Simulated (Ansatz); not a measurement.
TaF5 (C2/m, No. 12) was calculated with PBE0 in Ansatz (plane waves, PAW).

Numerical settings: plane-wave cutoff 500 eV, 4×4×4 k mesh, gaussian smearing 0.02 eV, scalar-relativistic PAW data made under PBE.

Cell (relaxed with r²SCAN):

```cif
data_F40Ta8
_chemical_formula_sum 'F40 Ta8'
_space_group_name_H-M_alt 'C2/m'
_space_group_IT_number 12
_space_group_name_Hall '-C 2y'
_cell_length_a 9.58659
_cell_length_b 14.42734
_cell_length_c 5.00804
_cell_angle_alpha 90.000
_cell_angle_beta 97.834
_cell_angle_gamma 90.000
loop_
_atom_site_label
_atom_site_type_symbol
_atom_site_symmetry_multiplicity
_atom_site_Wyckoff_symbol
_atom_site_fract_x
_atom_site_fract_y
_atom_site_fract_z
_atom_site_occupancy
F1 F 4 i 0.34008 0.00000 0.60786 1
F2 F 4 i 0.37128 0.50000 0.06600 1
F3 F 8 j 0.11942 0.28669 0.37539 1
F4 F 8 j 0.12123 0.09517 0.38034 1
Ta1 Ta 4 i 0.25872 0.00000 0.24574 1
F5 F 8 j 0.36687 0.09597 0.14930 1
Ta2 Ta 4 h 0.50000 0.29750 0.50000 1
F6 F 8 j 0.39039 0.31567 0.16656 1
```
(The calculation used a cell of 24 atoms; values per cell refer to that cell.)

**Question.** Estimate the band gap that the calculation returns.

**Answer.** 
band gap: 8.65 eV (on the SCF k mesh)

Note: cell and atoms aren't relaxed at this level (largest force component 0.22 eV/Å).

Spin–orbit coupling is not included.

Ansatz is an electronic-structure program.
